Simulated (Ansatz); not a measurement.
**BP: response to strain**

The parent structure is BP in the zinc blende structure (space group F-43m, No. 216; a = 4.4905 Å).

Strains are applied to the cell and any free atomic positions relax.

Calculations: LDA in Ansatz (plane waves to 420 eV, PAW, scalar-relativistic without spin-orbit coupling).

Candidates:
(a) isotropic strain −1.00 %
(b) isotropic strain −1.50 %
(c) isotropic strain +1.00 %
(d) isotropic strain −2.50 %
(e) isotropic strain −0.50 %

Base values:

- Smallest direct gap: 3.43 eV

**Question.** Order them by smallest direct gap, lowest first.

**Answer.** (c) isotropic strain +1.00 % (3.38 eV), (e) isotropic strain −0.50 % (3.45 eV), (a) isotropic strain −1.00 % (3.48 eV), (b) isotropic strain −1.50 % (3.51 eV), (d) isotropic strain −2.50 % (3.57 eV)

Whether these cells are dynamically stable was not tested.

Ansatz is a program for electronic structure.
